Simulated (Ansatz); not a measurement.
## ZrO2: pressure 1.5 GPa

Consider ZrO₂ in the anatase structure (space group I4_1/amd, No. 141; a = 3.999 Å, c = 10.650 Å; a cell from a computed database, its experimental status unchecked).

Now apply this change: a hydrostatic pressure of 1.5 GPa.

The values are results of Ansatz (a quantum-chemistry and plane-wave program) PBEsol, spin-orbit coupling left out, not measurements. k-mesh 12×12×12 (Γ-centred); smearing 0.05 eV (Fermi–Dirac).

```csv
quantity,base,changed,shift
volume per atom,14.19 Å³,14.08 Å³,-0.116 Å³
density,4.81 g/cm³,4.85 g/cm³,+0.04 g/cm³
lattice parameter a,3.999 Å,3.991 Å,-0.008 Å
c/a ratio,2.663,2.658,-0.0056
shortest interatomic distance,2.065 Å,2.060 Å,-0.005 Å
enthalpy H = E + PV relative to the base's energy,–,+0.13 eV/atom,–
band gap (an upper bound: an edge found on the path is not a true extremum; the base alone),3.90 eV,3.91 eV,+0.01 eV
```

Load acts through the strain it causes; cell and atoms are relaxed under it. Whether these cells are dynamically stable was not tested. This is not the structure that ZrO2 has at room temperature and ambient pressure.
